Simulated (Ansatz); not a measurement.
Cells marked so need not be the phases stable at ambient conditions, and some may be hypothetical.

 Where the default PAW files enter, the runs use the earlier of Ansatz's two default sets.

The gap is the functional's own. No spin-orbit coupling. Mid-gap values are interpolated on the energy grid.

A. ZnSnP₂ (I-42d, chalcopyrite, not sure to be the ambient phase, 8 atoms a cell, 22.6 Å³ an atom), along the normal of (100)
B. ZnS (P6_3mc, 8 atoms a cell, 19.6 Å³ an atom), along the normal of (001)
C. MgO (P6_3mc, wurtzite, not sure to be the ambient phase, 4 atoms a cell, 11.8 Å³ an atom), along the normal of (111)

### Question
Order them by mid-gap decay constant of the slowest evanescent state (highest first) at the level r2SCAN (Ansatz, an electronic-structure program).

### Answer
C (0.34 1/Å), B (0.17 1/Å), A (0.09 1/Å)
